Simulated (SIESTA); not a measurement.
**Several settings converged on CoSi2 (I4mm, 3 atoms in the cell)**

```
CoSi2
1.0
    0.00000     2.67196     2.67196
    2.67196     0.00000     2.67196
    2.67196     2.67196     0.00000
Co Si
1 2
Direct
  0.00936   0.00936   0.99064
  0.25000   0.25000   0.25000
  0.75000   0.75000   0.75000
```

Base method: GGA PBEsol, numerical atomic orbitals DZP, PseudoDojo PBEsol standard norm-conserving potentials (rewritten from UPF to PSML) (SIESTA 5.4.2).

Base settings: XC.functional = GGA; XC.authors = PBEsol; potentials = PseudoDojo PBEsol standard; PAO.BasisSize = DZP; PAO.EnergyShift = 0.01 Ry; MeshCutoff = 350 Ry; kgrid.MonkhorstPack = 4 4 4; OccupationFunction = FD; ElectronicTemperature = 100 meV; MaxSCFIterations = 150.

**The cutoff of the real-space grid**

The second cell is the first with its lattice scaled by 0.98.

The mesh stays at the base's, so the ladder's end is converged at best in this setting alone.

Only quantities that move along the ladder and can be compared are tabulated.

```tsv
MeshCutoff	free energy less the last step's (meV/atom)	energy of the compressed cell less the first (meV/atom)	pressure (GPa)	largest difference of a force vector from the last step's (eV/Å)
158 Ry (167 Ry used)	-17.82	4.56	-4.34	0.007
245 Ry (261 Ry used)	-4.99	4.95	-4.69	0.016
280 Ry (297 Ry used)	-3.18	4.38	-4.60	0.007
350 Ry (376 Ry used)	-1.38	4.05	-4.88	0.018
420 Ry (465 Ry used)	-0.85	4.17	-4.73	0.003
612 Ry (669 Ry used)	-0.18	4.13	-4.85	0.007
700 Ry (726 Ry used)	-0.16	4.07	-4.81	0.003
840 Ry (847 Ry used)	0.00	4.01	-4.82	0.000
```

Coarsest MeshCutoff that holds the pressure within 0.05 GPa of the last step, with all finer ones: 612 Ry (669 Ry used); the step before is off by 0.09 GPa.

Coarsest MeshCutoff that holds the free energy within 2 meV/atom of the last step, with all finer ones: 350 Ry (376 Ry used); the step before is off by 3.2 meV/atom.

Coarsest MeshCutoff that holds the energy of the compressed cell less the first within 0.5 meV/atom of the last step, with all finer ones: 280 Ry (297 Ry used); the step before is off by 0.94 meV/atom.

The energy difference between the two cells stays within 1 meV/atom of the last step's from 158 Ry on, the total only from 420 Ry on: much of the error is common to both cells and cancels.

**The setting basis size**

Level: DFT, GGA PBEsol, numerical atomic orbitals TZP, PseudoDojo PBEsol standard norm-conserving potentials (rewritten from UPF to PSML).

Moved along: PAO.BasisSize.

The second cell is the first with its lattice scaled by 0.98.

The mesh stays at the base's, so the ladder's end is converged at best in this setting alone.

The sets are ordered by size and need not be nested.

Only quantities that move along the ladder and can be compared are tabulated.

| basis (functions) | energy of the compressed cell less the first (meV/atom) | pressure (GPa) | largest difference of a force vector from the last step's (eV/Å) |
|---|---|---|---|
| SZ (18) | 159.91 | 26.27 | 0.033 |
| SZP (31) | 27.61 | -0.29 | 0.013 |
| DZ (32) | 81.56 | 12.61 | 0.023 |
| DZP (45) | 4.05 | -4.88 | 0.008 |
| TZP (59) | 5.42 | -4.76 | 0.000 |

Coarsest basis (functions) that holds the pressure within 1 GPa of the last step, with all finer ones: DZP (45); the step before is off by 17 GPa.

Coarsest basis (functions) that holds the forces within 0.02 eV/Å of the last step, with all finer ones: DZP (45); the step before is off by 0.023 eV/Å.

Coarsest basis (functions) that holds the energy of the compressed cell less the first within 2 meV/atom: not settled: the last two steps still differ by 1.4 meV/atom, over half the tolerance, so the ladder does not show it.

On the base run: the starting cell has typed, rounded lattice constants, without a prior relaxation at this level. Its lattice was rescaled by up to half a per cent. One atom was moved a little off its site on purpose. Spin polarisation is off. Values carry the incompleteness of an atom-centred basis. In the base run, with a pressure of about -5 GPa the cell is away from its equilibrium volume at this level. Without a gap this mesh is coarse (it stands for a supercell whose shortest vector is 15 Å).

Left out of this page: 1 run of the series failed or unconverged; 9 runs of the series outside the window shown, repeating another row's setting, or not comparable.
